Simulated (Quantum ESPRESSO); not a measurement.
Worked example: self-consistent single point of BaCuTeF (P1, 8 atoms in the cell) in Quantum ESPRESSO.

Method: PBEsol, GBRV 1.5 ultrasoft (PBESOL) pseudopotentials (plane waves; Quantum ESPRESSO 7.5).

The change in words: lattice scaled by 0.98. Reference geometry:
```
BaCuTeF
1.0
    4.44881     0.00000     0.00000
    0.00000     4.44881     0.00000
    0.00000     0.00000     9.52665
Ba Cu Te F
2 2 2 2
Direct
  0.99849   0.49046   0.65710
  0.49738   0.99905   0.35059
  0.99236   0.00022   0.99814
  0.48893   0.50458   0.99943
  0.50047   0.00880   0.83386
  0.02380   0.51412   0.15878
  0.49094   0.49221   0.50062
  0.00765   0.99056   0.50147
```

Reference input (self-consistent single point, DFT, PBEsol, plane waves, GBRV 1.5 ultrasoft (PBESOL) pseudopotentials): ecutwfc = 50 Ry; ecutrho = 400 Ry; occupations = fixed; K_POINTS = automatic 3 3 2 0 0 0; nbnd = 44; conv_thr = 1e-10 Ry; mixing_beta = 0.5. This run's input differs from it in these lines:

```diff
@@ -27,5 +27,5 @@
 CELL_PARAMETERS angstrom
-   4.4488100000     0.0000000000     0.0000000000
-   0.0000000000     4.4488100000     0.0000000000
-   0.0000000000     0.0000000000     9.5266500000
+   4.3598340000     0.0000000000     0.0000000000
+   0.0000000000     4.3598340000     0.0000000000
+   0.0000000000     0.0000000000     9.3361170000
 ATOMIC_POSITIONS crystal
```

The program printed (abridged):

```
     Self-consistent Calculation

     iteration #  1     ecut=    50.00 Ry     beta= 0.50

     negative rho (up, down):  1.835E-01 0.000E+00

     total energy              =   -1095.09230877 Ry
     estimated scf accuracy    <       5.43079662 Ry

     iteration #  2     ecut=    50.00 Ry     beta= 0.50

     negative rho (up, down):  1.680E-01 0.000E+00

     total energy              =   -1077.34536945 Ry
     estimated scf accuracy    <     297.90189599 Ry

     iteration #  3     ecut=    50.00 Ry     beta= 0.50

     negative rho (up, down):  1.648E-01 0.000E+00

     total energy              =   -1098.29591505 Ry
     estimated scf accuracy    <       2.12621373 Ry

   [... 20 blocks of this kind left out ...]

     iteration # 24     ecut=    50.00 Ry     beta= 0.50
     c_bands:  1 eigenvalues not converged

     negative rho (up, down):  1.759E-01 0.000E+00

     total energy              =   -1098.05456370 Ry
     estimated scf accuracy    <          4.0E-10 Ry

     iteration # 25     ecut=    50.00 Ry     beta= 0.50

     negative rho (up, down):  1.759E-01 0.000E+00
     End of self-consistent calculation

     highest occupied, lowest unoccupied level (ev):     9.4737   10.3825

!    total energy              =   -1098.05456370 Ry
     estimated scf accuracy    <          7.8E-11 Ry

     convergence has been achieved in  25 iterations

     negative rho (up, down):  1.759E-01 0.000E+00

     Forces acting on atoms (cartesian axes, Ry/au):

     atom    1 type  1   force =    -0.00184583    0.00578906    0.01464525
     atom    2 type  1   force =     0.00942891   -0.00124747   -0.02255891
     atom    3 type  2   force =    -0.00037055    0.00566396   -0.00116655
     atom    4 type  2   force =     0.01849298    0.00048172   -0.00782613
     atom    5 type  3   force =    -0.00035556   -0.00569247    0.00008412
     atom    6 type  3   force =    -0.02449403   -0.01018470    0.01470295
   [... lines left out ...]
     Total force =     0.048420     Total SCF correction =     0.000011
   [... lines left out ...]

     negative rho (up, down):  1.759E-01 0.000E+00
          total   stress  (Ry/bohr**3)                   (kbar)     P=        8.52
   0.00008230   0.00000030  -0.00004024           12.11        0.04       -5.92
   0.00000030   0.00006091  -0.00000609            0.04        8.96       -0.90
  -0.00004024  -0.00000609   0.00003048           -5.92       -0.90        4.48

   JOB DONE.
```

The run converged in 25 iterations. Against the reference run the free energy drops by 6.8 meV/atom, the pressure goes from -2.62 to 0.85 GPa, the largest force goes from 0.493 to 0.780 eV/Å and the gap on the mesh goes from 0.984 to 0.909 eV.

The starting cell comes from a database of computed structures (which also holds hypothetical and non-ambient phases and stackings), without a prior relaxation at this level. Its atoms were displaced at random from the sites of space group no. 129. For this run, on top of that: lattice scaled by 0.98. Spin-orbit coupling is off.

Cost on one core of a shared machine: roughly 5 min.
